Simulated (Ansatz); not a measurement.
# Several settings converged on a (001) slab of LaMg (cut from a parent of space group no. 51; 8 atoms in the cell)

```xyz
8
Lattice="5.6323 0.0000 0.0000 0.0000 3.8129 0.0000 0.0000 0.0000 23.3687" Properties=species:S:1:pos:R:3 pbc="T T T"
La     4.2242     0.0000     7.5798
La     1.4081     0.0000     9.9825
Mg     1.4081     1.9064     7.0000
Mg     4.2242     1.9064    10.5623
La     4.2242     0.0000    13.3862
La     1.4081     0.0000    15.7889
Mg     1.4081     1.9064    12.8064
Mg     4.2242     1.9064    16.3687
```

Base method: PBEsol, default PAW files made with PBE (plane waves; Ansatz, a quantum-chemistry and plane-wave program).

Base settings: basis.ecutwfc = 30.9 Ry; kpoints.mp_grid.grid = 3 5 1; hamiltonian.xc = pbesol; hamiltonian.pseudopotentials = {kind: paw} (the program's default PAW files); scf.occupations.method = fermi_dirac; scf.occupations.width = 0.0073 Ry.

The count of work is k-points × plane waves × bands × iterations; it is no time. Core times come from one kind of shared machine, to one figure; runs under 30 s give none.

**The vacuum**

The mesh stays at the base's, so the ladder's end is converged at best in this setting alone.

Only quantities that move along the ladder and can be compared are tabulated.

| vacuum between outermost atoms (Å) | free energy less the last step's (meV/atom) | largest difference of a force vector from the last step's (eV/Å) | count of work / last |
|---|---|---|---|
| 3.0 | -183.78 | 0.770 | 0.31 |
| 4.0 | -74.78 | 0.451 | 0.34 |
| 5.0 | -21.21 | 0.175 | 0.46 |
| 6.0 | -3.60 | 0.049 | 0.54 |
| 7.0 | -0.10 | 0.009 | 0.52 |
| 8.0 | 0.13 | 0.002 | 0.49 |
| 10.0 | 0.02 | 0.000 | 0.55 |
| 12.0 | 0.00 | 0.000 | 0.54 |
| 14.0 | 0.00 | 0.000 | 0.67 |
| 17.0 | 0.00 | 0.000 | 0.75 |
| 20.0 | 0.00 | 0.000 | 0.84 |
| 25.0 | 0.00 | 0.000 | 0.98 |
| 30.0 | 0.00 | 0.000 | 1.0 |

Smallest vacuum between outermost atoms (Å) that holds the free energy within 0.5 meV/atom of the last step, with all finer ones: 7.0; the step before is off by 3.6 meV/atom.

Smallest vacuum between outermost atoms (Å) that holds the forces within 0.005 eV/Å of the last step, with all finer ones: 8.0; the step before is off by 0.009 eV/Å.

**The k-point mesh**

Only quantities that move along the ladder and can be compared are tabulated.

```csv
kpoints.mp_grid.grid,free energy less the last step's (meV/atom),largest difference of a force vector from the last step's (eV/Å),count of work / last,core time / last (rough)
1 2 1,-366.21,0.201,0.019,–
2 2 1,-163.59,0.276,0.037,–
2 3 1,10.86,0.313,0.042,–
3 4 1,-7.08,0.081,0.062,–
3 5 1,0.13,0.051,0.056,–
4 6 1,3.65,0.022,0.12,–
5 6 1,2.52,0.031,0.12,–
5 7 1,-0.36,0.015,0.11,–
6 9 1,-0.52,0.006,0.21,–
7 10 1,0.03,0.002,0.25,0.2
8 12 1,0.02,0.002,0.36,0.4
10 14 1,0.00,0.000,0.50,0.4
11 16 1,0.00,0.000,0.56,0.6
13 19 1,0.00,0.000,0.73,0.8
15 22 1,0.00,0.000,1.0,1
```

Coarsest kpoints.mp_grid.grid that holds the free energy within 5 meV/atom of the last step, with all finer ones: 3 5 1, at 0.056 of the last step's count of work; the step before is off by 7.1 meV/atom.

Coarsest kpoints.mp_grid.grid that holds the forces within 0.005 eV/Å of the last step, with all finer ones: 7 10 1, at 0.25 of the last step's count of work and about 0.2 of the last step's time; the step before is off by 0.006 eV/Å.

**The plane-wave cutoff**

The mesh stays at the base's, so the ladder's end is converged at best in this setting alone.

Only quantities that move along the ladder and can be compared are tabulated.

```csv
basis.ecutwfc,free energy less the last step's (meV/atom),largest difference of a force vector from the last step's (eV/Å),count of work / last
15.4 Ry,971.58,0.029,0.14
18.4 Ry,220.90,0.022,0.16
21.7 Ry,35.37,0.002,0.24
26.1 Ry,1.85,0.000,0.28
30.9 Ry,0.24,0.000,0.40
37.1 Ry,0.09,0.000,0.47
46.3 Ry,0.04,0.000,0.65
61.7 Ry,0.00,0.000,1.0
```

Coarsest basis.ecutwfc that holds the free energy within 5 meV/atom of the last step, with all finer ones: 26.1 Ry, at 0.28 of the last step's count of work; the step before is off by 35 meV/atom.

Coarsest basis.ecutwfc that holds the forces within 0.01 eV/Å of the last step, with all finer ones: 21.7 Ry, at 0.24 of the last step's count of work; the step before is off by 0.022 eV/Å.

On the base run: the starting cell comes from a database of computed structures (which also holds hypothetical and non-ambient phases and stackings), without a prior relaxation at this level. The slab is cut from that crystal, and its faces are unrelaxed. Its lattice was rescaled by up to half a per cent. Without a gap this mesh is coarse (it stands for a supercell whose shortest in-plane vector is 17 Å).

Keys are those of Ansatz 0.2.
